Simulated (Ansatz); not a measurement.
The starting structures come from a database of crystals and need not be the phases stable at ambient conditions.

**Evanescent states of Bi2TeSe2 (R-3m, not sure to be the ambient phase, 5 atoms a cell, 29.9 Å³ an atom) along the normal of (101)**

All values below come from r2SCAN (plane waves, PAW; Ansatz, a first-principles code).

The gap is the functional's own, uncorrected, and κ follows it; spin-orbit coupling is left out. Mid-gap values are interpolated between the computed energies.

Energies count from the valence-band top; κ is the least over a 8×4 mesh across the current.

```json
[
 {"E (eV)": "0.03", "κ (1/Å)": "0.030", "where": "Γ"},
 {"E (eV)": "0.09", "κ (1/Å)": "0.050", "where": "Γ"},
 {"E (eV)": "0.15", "κ (1/Å)": "0.062", "where": "Γ"},
 {"E (eV)": "0.21", "κ (1/Å)": "___", "where": "Γ"},
 {"E (eV)": "0.27", "κ (1/Å)": "___", "where": "Γ"},
 {"E (eV)": "0.33", "κ (1/Å)": "___", "where": "Γ"},
 {"E (eV)": "0.39", "κ (1/Å)": "___", "where": "Γ"},
 {"E (eV)": "0.45", "κ (1/Å)": "___", "where": "Γ"},
 {"E (eV)": "0.51", "κ (1/Å)": "___", "where": "Γ"},
 {"E (eV)": "0.57", "κ (1/Å)": "___", "where": "Γ"},
 {"E (eV)": "0.63", "κ (1/Å)": "___", "where": "Γ"},
 {"E (eV)": "0.69", "κ (1/Å)": "0.054", "where": "Γ"},
 {"E (eV)": "0.75", "κ (1/Å)": "0.040", "where": "Γ"},
 {"E (eV)": "0.81", "κ (1/Å)": "0.008", "where": "Γ"}
]
```

Question: Fill in the missing entries.

Answer: 
- 0.21, κ (1/Å): 0.070
- 0.27, κ (1/Å): 0.075
- 0.33, κ (1/Å): 0.078
- 0.39, κ (1/Å): 0.079
- 0.45, κ (1/Å): 0.078
- 0.51, κ (1/Å): 0.075
- 0.57, κ (1/Å): 0.070
- 0.63, κ (1/Å): 0.063
